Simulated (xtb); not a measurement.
xtb 6.7.1, GFN2-xTB: Hf(Cl)2(OH)(OMe) (C[O][Hf]([OH])([Cl])[Cl]), 10 atoms. The geometry is a generated start, not checked to be a minimum at this level.

```
Property                                                                                                        Value
------------------------  -------------------------------------------------------------------------------------------
method                                                                                                       GFN2-xTB
--acc                                                                                                     1 (default)
--etemp (K)                                                                                             300 (default)
detailed input (--input)  none: ANC optimiser, Lindh (1995) Hessian, microcycle=20, maxdispl=1.0, hlow=0.01 (default)
basis functions                                                                                                    46
valence electrons                                                                                                  38
```

```xyz
10

Hf    -0.5259     0.9896     0.6131
Cl    -0.4196     3.1440     1.2399
Cl    -0.0060    -0.2076     2.4357
O     -2.1020     0.3634    -0.1250
H     -2.1985    -0.3320    -0.7844
O      0.8050     0.5326    -0.5758
C      1.0572    -0.8459    -0.6769
H      0.1180    -1.4255    -0.6101
H      1.5346    -1.0514    -1.6423
H      1.7372    -1.1671     0.1257
```

Charge 0 and multiplicity 1 are set for this test and not shown to be the ground state.

The structure is relaxed from this start with --opt LEVEL for the levels crude, sloppy, loose, lax, normal, tight, vtight, extreme, once each. Up to the end of the extreme run atoms move by at most 0.99 Å along an axis.

Which level is enough to come within 1 meV of the tightest end point?

normal: 44 cycles against 51, ending 0.084 meV above.

| level | cycles | energy above the extreme run (meV) | gradient norm (eV/Å) |
|---|---|---|---|
| crude | 1 | 48 | 0.18 |
| sloppy | 1 | 48 | 0.18 |
| loose | 1 | 48 | 0.18 |
| lax | 35 | 2.8 | 0.11 |
| normal | 44 | 0.084 | 0.030 |
| tight | 45 | 0.060 | 0.033 |
| vtight | 51 | under 0.01 | 0.0015 |
| extreme | 51 | — | 0.0015 |
